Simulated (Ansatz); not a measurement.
## ZrSi2, pressure series

Consider ZrSi₂ (space group Cmcm, No. 63; a = 3.704 Å, b = 14.792 Å, c = 3.679 Å).

Cell and atoms are relaxed at each pressure.

The values are results of PBE/PAW in Ansatz (a quantum-chemistry and plane-wave program), spin-orbit coupling left out, not measurements.

| pressure (GPa) | volume per atom (Å³/atom) |
|---|---|
| -2 | 17.082 |
| -1 | 16.938 |
| 0 | 16.800 |
| 0.9 | ? |
| 4.5 | 16.239 |
| 9 | 15.757 |
| 15 | 15.207 |
| 22.5 | 14.627 |
| 30 | 14.134 |

### Question
Fit the third-order Birch–Murnaghan form P(V) = (3B₀/2)[(V₀/V)^(7/3) − (V₀/V)^(5/3)]·[1 + (3/4)(B₀′ − 4)((V₀/V)^(2/3) − 1)] (squares taken in P) to the rows shown and predict the withheld row.

### Answer
Least squares on the printed values gives V₀ = 16.800 Å³/atom, B₀ = 124 GPa, B₀′ = 3.9; this predicts 16.680 Å³/atom, and the run gives 16.680 Å³/atom, in agreement.

Load acts through the strain it causes; cell and atoms are relaxed under it. Whether these cells are dynamically stable was not tested. Competing high-pressure phases were not computed. All final runs are without spin polarisation.
